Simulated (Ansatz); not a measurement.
The parent structure is Ge$_{2}$Sb$_{2}$Te$_{5}$ (space group P-3m1, No. 164; a = 4.2232 Å, c = 16.8708 Å). Axes: x lies along a and z along c of the hexagonal cell.

Method: PBEsol (Ansatz, a quantum-chemistry and plane-wave program, PAW, scalar-relativistic without spin-orbit coupling).

It is then changed as follows: uniaxial strain ε_xx = −1.02 %, all other strain components held at zero, atoms relaxed at fixed cell.

**Question.** Predict the stress tensor and what it implies for the stiffness.

**Answer.** Stress of the strained cell less that of the base (GPa, compression positive):
```
   0.94    0.00    0.00
   0.00    0.20    0.18
   0.00    0.18    0.28
```

Then −Δσ_ii/ε with ε = -0.0102 gives relaxed-ion elastic constants: C11 ≈ 92 GPa and C13 ≈ 27 GPa.

Whether these cells are dynamically stable was not tested.
